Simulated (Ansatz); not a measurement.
**Carrier properties of MgO (Fm-3m)**

Data:

```yaml
crystal:
  lattice:
    - [0.00000, 2.10378, 2.10378]
    - [2.10378, 0.00000, 2.10378]
    - [2.10378, 2.10378, 0.00000]
  atoms:
    - { symbol: Mg, position: [0.00000, 0.00000, 0.00000] }
    - { symbol: O, position: [0.50000, 0.50000, 0.50000] }
```

These are r2SCAN, rigid bands (plane waves, PAW, scalar-relativistic; Ansatz, a quantum-chemistry and plane-wave program) values and carry that method's errors. How the cell was made: cell and atoms relaxed with r2SCAN.

The band gap comes out as 5.68 eV and the electron conductivity mass (300 K, dilute) comes out as 0.37 mₑ. The hole conductivity mass (300 K, dilute) is 2.3 mₑ. The effective density of states N_c (300 K) comes out as 5.9e18 cm⁻³ and the effective density of states N_v (300 K) is 2.9e20 cm⁻³. The density-of-states mass, electrons is 0.38 mₑ. The density-of-states mass, holes comes out as 5.1 mₑ, the Seebeck coefficient, n-type 1e19 cm⁻³, 300 K is -179 μV/K and the best n-type power factor at 300 K for τ = 10 fs (best axis; densities from 1e16 to 1e21 cm⁻³ tried, whether or not they can be reached) is 2.5 μW/(cm·K²) at 3e19 cm⁻³. The Seebeck coefficient, p-type 1e19 cm⁻³, 300 K comes out as 506 μV/K.

Rigid bands; masses and Seebeck coefficients take one relaxation time τ for all states and one kind of carrier; polarons and phonon drag are left out. Spin-orbit coupling is left out.
